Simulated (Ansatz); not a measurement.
Take ZrS$_{2}$ in the CdI2 type structure (space group P-3m1, No. 164; a = 3.6348 Å, c = 5.7196 Å; layered, stacked along the Cartesian z axis) as the base.

Level of theory: plane-wave PAW DFT at the PBE-D3(BJ) level (Ansatz, an electronic-structure program, 420 eV), spin-orbit coupling left out.

Strains are applied to the cell and any free atomic positions relax.

One change was made to it. Results:

The energy goes up by 23 meV/atom; the smallest direct gap rises by 0.03 eV, from 1.41 eV to 1.44 eV; the gap character becomes indirect, K–Γ (86 % along) → L (base: indirect, Γ → L).

What was done to the base?
A. isotropic strain +3.00 %
B. isotropic strain −2.50 %
C. isotropic strain −1.50 %
D. isotropic strain +2.00 %
E. isotropic strain +0.50 %

A, isotropic strain +3.00 %. For comparison, the energy relative to the base in the other runs: isotropic strain +2.00 % gives +10 meV/atom; isotropic strain −2.50 % gives +19 meV/atom; isotropic strain −1.50 % gives +6.6 meV/atom; isotropic strain +0.50 % gives +0.7 meV/atom.

Stability against distortions was not tested. A zero or small gap of ZrS2 under isotropic strain −2.50 % can be the functional's error rather than a property of the material.
